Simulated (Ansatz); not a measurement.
Partial pair distribution functions of a relaxed model of amorphous Si₁₂Sb₁₂S₃₆, broadened by 0.06 Å; density 3.14 g/cm³. All values below come from PBE-D3(BJ), scalar-relativistic without spin-orbit coupling (plane waves to 420 eV, PAW; Ansatz, a quantum-chemistry and plane-wave program).

It comes from a melt-quench run on a machine-learned potential (CHGNet), relaxed afterwards by DFT. The hot cell started wider than the set density and was brought back towards it in steps. It is the lowest in DFT energy of 3 quenches. It is a model cell: composition and starting density were chosen by hand, and all elements were melted together. The geometry includes D3(BJ) dispersion. Its density started from a set value of 2.93 and ended at 3.14 g/cm³. The quench (nominally 120 K/ps over its main leg) was far faster than any real one, so the model tends to hold more defects than a real film. A cell of this size samples the disorder only roughly. Volume and shape were free in the relaxation.

| r (Å) | g Si-S | g Sb-S | g Si-Si | g Sb-Sb |
|---|---|---|---|---|
| 1.85 | 0.00 | 0.00 | 0.00 | 0.00 |
| 1.95 | 0.27 | 0.00 | 0.00 | 0.00 |
| 2.05 | 7.17 | 0.00 | 0.00 | 0.00 |
| 2.15 | 17.80 | 0.00 | 0.00 | 0.00 |
| 2.25 | 4.20 | 0.01 | 0.00 | 0.00 |
| 2.35 | 0.10 | 0.56 | 0.00 | 0.00 |
| 2.45 | 0.00 | 4.47 | 0.00 | 0.00 |
| 2.55 | 0.00 | 5.51 | 0.03 | 0.00 |
| 2.65 | 0.00 | 1.24 | 1.37 | 0.00 |
| 2.75 | 0.00 | 0.04 | 4.23 | 0.03 |
| 2.85 | 0.00 | 0.00 | 1.19 | 0.96 |
| 2.95 | 0.00 | 0.02 | 0.03 | 2.82 |
| 3.05 | 0.00 | 0.27 | 0.32 | 2.99 |
| 3.15 | 0.03 | 0.99 | 2.74 | 0.86 |
| 3.25 | 0.19 | 1.69 | 6.65 | 0.03 |
| 3.35 | 0.22 | 1.48 | 5.00 | 0.37 |
| 3.45 | 0.29 | 0.92 | 1.23 | 0.94 |
| 3.55 | 0.57 | 1.22 | 0.11 | 0.28 |
| 3.65 | 0.78 | 1.21 | 0.00 | 1.39 |
| 3.75 | 1.25 | 1.16 | 0.00 | 1.23 |
| 3.85 | 0.68 | 1.25 | 0.00 | 1.43 |
| 3.95 | 0.53 | 0.91 | 0.00 | 0.64 |
| 4.05 | 0.78 | 0.91 | 0.00 | 0.03 |
| 4.15 | 1.30 | 0.89 | 0.00 | 0.33 |
| 4.25 | 1.33 | 1.12 | 0.00 | 1.59 |
| 4.35 | 1.21 | 1.04 | 0.00 | 2.60 |
| 4.45 | 1.18 | 0.95 | 0.00 | 2.22 |
| 4.55 | 1.08 | 0.89 | 0.18 | 0.51 |
| 4.65 | 0.60 | 0.73 | 0.52 | 0.44 |
| 4.75 | 0.66 | 0.88 | 0.10 | 1.17 |
| 4.85 | 0.56 | 0.74 | 0.14 | 1.74 |
| 4.95 | 1.06 | 0.94 | 0.48 | 0.48 |
| 5.05 | 1.84 | 0.72 | 0.40 | 0.75 |
| 5.15 | 1.85 | 0.76 | 0.37 | 1.23 |
| 5.25 | 1.44 | 1.11 | 0.62 | 1.60 |
| 5.35 | 1.24 | 0.92 | 1.61 | 1.20 |
| 5.45 | 1.07 | 1.18 | 2.00 | 0.86 |
| 5.55 | 1.13 | 1.29 | 1.83 | 0.88 |
| 5.65 | 0.94 | 1.19 | 0.87 | 0.49 |
| 5.75 | 0.86 | 1.13 | 1.42 | 0.83 |

Within 2.42 Å each Si has 3.92 S neighbours on average.
